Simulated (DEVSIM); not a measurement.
Structure: abrupt InP n-p junction, at 500 K.

Layer 1 from the left is InP, thickness (μm) 13.0, Nd (cm⁻³) 3.1e15, τn (s) 4.2e-10, τp (s) 4.2e-10. Layer 2 from the left is InP, thickness (μm) 140, Na (cm⁻³) 1.3e17, τn (s) 4.2e-10, τp (s) 4.2e-10.

Left contact: ohmic. Right contact: ohmic. Voltage is applied to the left contact. Recombination: SRH at mid-gap, Auger. Mobility is μmin + (μ − μmin)/(1 + (N/Nref)^α).

Constants are typed, rounded textbook-type inputs, not results; the design itself was drawn at random and stands for no fabricated device. Values at 300 K; Nc and Nv go as T^1.5, mobilities as T to minus their exponent, the gap by Varshni's rule with the affinity fixed.

InP: gap (eV) 1.344, affinity (eV) 4.38, permittivity 12.5, Nc (cm⁻³) 5.7e17, Nv (cm⁻³) 1.1e19, μn (cm²/Vs) 5200, μp (cm²/Vs) 170, μn,min 400, μp,min 10, Nref,n 3e17, Nref,p 4.9e17, αn 0.47, αp 0.62, T exponent of μn 2, T exponent of μp 2, Cn (cm⁶/s) 9e-31, Cp (cm⁶/s) 9e-31, Varshni α (eV/K) 0.000363, Varshni β (K) 162.

Model (solved in DEVSIM): 1D drift-diffusion, Boltzmann statistics, complete ionisation; no tunnelling, impact ionisation, image-force lowering or self-heating.

**Question.** What does the simulation give for the largest field in the device at zero bias, the dark forward voltage at 1 A/cm²?

**Answer.** largest field in the device at zero bias 32000 V/cm; dark forward voltage at 1 A/cm² 0.434 V.
